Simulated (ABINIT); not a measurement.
## Equation of state of rock-salt HfN (space group 225): energy against volume (ABINIT, LDA)

```
HfN
1.0
    0.00000     2.17210     2.17210
    2.17210     0.00000     2.17210
    2.17210     2.17210     0.00000
Hf N
1 1
Direct
  0.00000   0.00000   0.00000
  0.50000   0.50000   0.50000
```

Level of theory: LDA (PW92), norm-conserving pseudopotentials (PseudoDojo nc-sr-04 LDA standard) (plane waves; ABINIT 10.0.3). Settings: pseudos = [Hf.upf, N.upf]; ecut = 55 Ha; ixc = 7; occopt = 3; tsmear = 0.05 eV; ngkpt = 23 23 23; nshiftk = 1; shiftk = 0 0 0; potentials = PseudoDojo nc-sr-04 LDA standard; nband = 14; kptopt = 1; nstep = 100; tolvrs = 1e-10. The cell above is the first row's. The rows scale it uniformly. In all rows fractional positions and the k mesh are held. E is the free energy at the stated smearing, counted from the lowest row.

| V (Å^3/atom) | E (meV/atom) |
|---|---|
| 10.2480 | ? |
| 10.4708 | 25.50 |
| 10.6936 | 7.69 |
| 10.9164 | 0.00 |
| 11.1392 | 1.39 |
| 11.3620 | 10.95 |
| 11.5847 | 27.83 |
| 11.8075 | 51.30 |
| 12.0303 | 80.68 |

Task: Fit E against V with the third-order Birch-Murnaghan form, a cubic in V^(-2/3), and predict the withheld value at V = 10.2480.

Result: With u = V^(-2/3) - 0.199, the rows have u = 0.009936, 0.007024, 0.004211, 0.001492, -0.001138, -0.003681, -0.006146, -0.008535. Least squares gives E = 5.831 - 3841.77·u + 581339·u² + 459395·u³. Residuals (row less fit): -0.002, 0.003, 0.004, -0.005, -0.005, 0.003, 0.005, -0.003; standard error 0.006 (degrees of freedom: 4). Its minimum lies at u = 0.003291, so V0 = (0.202291)^(-3/2) = 10.99. There d²E/du² = 1172000 and d³E/du³ = 2756000, so B0 = (4/9) × 10.99^(-7/3) × 1172000 × 0.160218 = 311 GPa (the last factor turns the table's units into GPa), and B0' = 4 + (2/3) × 0.202291 × (2756000)/1172000 = 4.3. The program's pressures in the fitted runs (not shown) pass through zero at V = 10.99, 0.00 % from this V0. At the withheld row, u = 0.012953, so E = 5.831 - 3841.77 × 0.012953 + 581339 × 0.012953² + 459395 × 0.012953³ = 54.604 meV/atom. The calculation gives 54.59 meV/atom, 0.014 meV/atom below the prediction (under 0.05 % of the range of E in the table). The row lies outside the fitted rows, so this is an extrapolation. From the scatter of the fitted rows alone, a prediction at this place has a standard error of 0.016 meV/atom, so the miss is 0.9 times that.

Carrying the step between the two nearest rows on in a straight line would have given 43.31, off by 11.28; series whose last step already gives the withheld value aren't shown. The scan was laid around a cell of about the measured size, scaled by a guess for this functional. The runs keep the symmetry of the cell, so they don't test it for distortions. Spin-orbit coupling is off. Cutoffs and mesh are single choices, not tested for convergence of this quantity. Series with a scatter that would blur these digits, or in which a gap closes, are not shown. Nor are scans whose minimum lies at an end fitted in this form.
